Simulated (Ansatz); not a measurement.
The reference is TlBr in the CsCl type structure (space group Pm-3m, No. 221; a = 3.9145 Å).

Computed with Kohn–Sham DFT with the PBEsol functional, run in Ansatz (a quantum-chemistry and plane-wave program) with PAW and 420 eV plane waves, no SOC.

For the base:

| Property | Value |
|---|---|
| Width of the top valence band | 2.22 eV |
| Electron mass | 0.14 mₑ along k, 0.20 mₑ across (at X) |
| Band gap | 1.59 eV |

It is then changed as follows: every lattice vector is shortened by 2.50 %, atoms relaxed at fixed cell.

Q: What does the calculation give for the width of the top valence band after the change?

A: The width of the top valence band grows by 0.413 eV to 2.64 eV.

Q: What does the calculation give for the electron mass after the change?

A: The electron mass changes from 0.14 mₑ along k, 0.20 mₑ across (at X) to 0.11 mₑ along k, 0.19 mₑ across (at X).

Q: Predict the new band gap.

A: The band gap decreases by 0.24 eV to 1.35 eV.

Spin-orbit coupling, missing from the scalar runs, can matter with Tl. The cells carry an imposed strain or load. Effective masses come from finite differences of ±0.01 Å⁻¹. Along k means along the line from Γ to the band edge. No phonon test of stability was made.
